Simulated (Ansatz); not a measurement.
Given:

```yaml
crystal:
  lattice:
    - [0.00000, 2.08186, 2.08186]
    - [2.08186, 0.00000, 2.08186]
    - [2.08186, 2.08186, 0.00000]
  atoms:
    - { symbol: V, position: [0.00000, 0.00000, 0.00000] }
    - { symbol: H, position: [0.75000, 0.75000, 0.75000] }
    - { symbol: H, position: [0.25000, 0.25000, 0.25000] }
```

Method: PBEsol, DFPT electron-phonon coupling, linearised Boltzmann equation (plane waves, PAW, scalar-relativistic; Ansatz, a quantum-chemistry and plane-wave program). Geometry: relaxed with this functional, without spin-orbit coupling.

**Question.** What phonon-limited resistivity does this give at 300 K?

**Answer.** 11.8 μΩ·cm.

**Question.** How long is the mean free path there?

**Answer.** 6.2 nm, weighted by the current that each state carries. Wires not much wider than this gain resistivity from their walls.

A metal at this level (no band gap). Only scattering by harmonic phonons is included (no impurities, grain boundaries, electron-electron scattering or thermal expansion). Spin-orbit coupling is left out. Halving the electron mesh (36x36x36) moves the resistivity by up to 3 % at 300 K, the mean free path by up to 2 %. Smearing 0.20 eV; phonons on a 6x6x6 q mesh, which this run doesn't test.

Formula and space group known from diffraction (Crystallography Open Database), not checked to be the room-temperature form: VH2 (Fm-3m). Treated as nonmagnetic (a ferromagnetic start lost its moment, other orders weren't tried): VH2 (Fm-3m).
